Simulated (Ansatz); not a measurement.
Ansatz (an electronic-structure program), DFT, PBE, plane waves, its default PAW files: cubic perovskite SrTiO3, atoms displaced (Sr8Ti8O24), 40 atoms. Basis and mesh were picked for this test and aren't claimed converged.

```
Item                                                    Value
----------------------------  -------------------------------
cell                          7.81, 7.81, 7.81 Å; 90, 90, 90°
distance to the nearest atom                   1.87 to 2.71 Å
task                                                       md
k mesh                                                  2×2×2
hamiltonian.xc                                            pbe
kind of files                                             paw
scf.occupations.method                                  fixed
output.forces                                            true
md.timestep                                              1 fs
md.n_steps                                                 12
md.ensemble                                               nve
md.temperature                                          600 K
md.initial_velocities                       maxwell_boltzmann
md.seed                                                     7
memory maximum (--max-ram)                             200GiB
accuracy                                     medium (default)
basis.precision                                auto (default)
basis.xc_grid                                     2 (default)
scf.mixing.algorithm                           auto (default)
scf.mixing.preconditioner                      auto (default)
scf.lower_state_search                        light (default)
k-points after symmetry                                     8
bands at the start                                        200
electrons                                                 320
plane waves at Γ                                         9315
cutoff (eV)                                               420
FFT grid                                             54×54×54
symmetry operations                                         1
```

Hardware: Arm Neoverse V2, 96 cores on 1 socket, no SMT, 1 L3 cache group; 94 cores' worth of CPU time may be used.

Wall times, medians of two to five repeats, each run alone on the node (launch to exit). Unless noted, each process is bound to its own block of adjacent cores. The build: release build for Arm (Neoverse V2), one process with threads; another build can shift the numbers. Scratch files lie in a memory file system.

First run (88 threads, scf.eigensolver.kind = auto (default), md.density_extrapolation = not set, scf.convergence.dr2_threshold = 4e-08 (default)):

```
── phase timings ───────────────────────
phase                  total
diag                  7.429s
density               1.071s
forces                0.798s
complement_search     0.491s
potential             0.490s
mixing                0.094s
xc_out                0.032s
energy                0.013s
energy_assemble       0.012s
paw_out               0.011s
fermi                 0.001s
hubbard               0.000s
work_function         0.000s
efg                   0.000s
charged_cell          0.000s
Σ                    10.441s
```

Second run:

```
── phase timings ───────────────────────
phase                  total
diag                 24.451s
density               1.248s
complement_search     0.736s
forces                0.712s
potential             0.504s
xc_out                0.135s
mixing                0.092s
paw_out               0.027s
energy                0.017s
energy_assemble       0.012s
fermi                 0.001s
hubbard               0.000s
work_function         0.000s
efg                   0.000s
charged_cell          0.000s
Σ                    27.935s
```

Question: Which of these changes turns the first timing block into the second?
(A) scf.eigensolver.kind = davidson
(B) scf.convergence.dr2_threshold = 1e-06 eV
(C) scf.convergence.dr2_threshold = 0.0001 eV
(D) md.density_extrapolation = none

Answer: A, scf.eigensolver.kind = davidson. The largest move is in band solves (diag): 7.4 s to 24 s. The band solves carry the change: the iterations make 261425 against 395784 applications of H to a band, at 0.028 against 0.062 ms of diag time each. What the program resolved moves too: band solver from band_cg to davidson. The other changes gave 17 s (md.density_extrapolation = none), 11 s (scf.convergence.dr2_threshold = 1e-06 eV), 9.5 s (scf.convergence.dr2_threshold = 0.0001 eV), against 30 s here and 12 s at first.

Keys are those of Ansatz 0.2.
